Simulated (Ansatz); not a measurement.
Take GaSb in the rock salt structure (space group Fm-3m, No. 225; a = 5.710 Å; a hypothetical phase, not in the database extracts checked) as the base.

The values are results of PBE-D3(BJ) in Ansatz (plane waves to 420 eV, PAW, scalar-relativistic without spin-orbit coupling), not measurements.

Before the change:

| Item | Result |
|---|---|
| Lattice parameter a | 571.0 pm |

Modification: cell and atoms relaxed at a pressure of 5 GPa.

Task: What does the calculation give for the lattice parameter a after the change?

Result: The lattice parameter a drops by 12.8 pm, from 571.0 pm to 558.2 pm.

Load acts through the strain it causes; cell and atoms are relaxed under it. Whether these cells are dynamically stable was not tested. No other phases were tried under pressure. The base started in Pnma and relaxed to Fm-3m at this level. All final runs are without spin polarisation.

Ansatz is a program for electronic structure.
